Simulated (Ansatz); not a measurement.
The starting structures come from a database of crystals and need not be the phases stable at ambient conditions.

Inside the gap of an insulator the Bloch states are evanescent, with a wavenumber k + iκ along the transport direction.

```
LaNaC2O6
1.0
    7.28393     0.00000     0.00000
    0.00000     8.33710     0.00000
    0.00000    -3.26280     4.06896
Na La C O
2 2 4 12
Direct
  0.29740   0.01730   0.51730
  0.79740   0.98270   0.48270
  0.49700   0.63230   0.63230
  0.99700   0.36770   0.36770
  0.82600   0.53390   0.03390
  0.32600   0.46610   0.96610
  0.08260   0.91870   0.91870
  0.58260   0.08130   0.08130
  0.91110   0.35900   0.85900
  0.41110   0.64100   0.14100
  0.54560   0.98640   0.77460
  0.04560   0.01360   0.22540
  0.54560   0.98640   0.19820
  0.04560   0.01360   0.80180
  0.28920   0.37880   0.09690
  0.78920   0.62120   0.90310
  0.28920   0.37880   0.66070
  0.78920   0.62120   0.33930
  0.16020   0.73770   0.73770
  0.66020   0.26230   0.26230
```

Space group of this cell: Pmc2_1. The cell is taken as given; by r2SCAN its mean pressure is -4.3 GPa.

Transport runs along the normal of the first two printed cell vectors.

The gap is the functional's own. No spin-orbit coupling. Mid-gap values are interpolated on the energy grid.

**Question.** State the band gap and the smallest decay constant κ at mid-gap according to r2SCAN (Ansatz, a program for electronic structure).

**Answer.** Gap 4.63 eV on a 4×8×8 mesh; κ = 0.538 1/Å, at the zone centre.
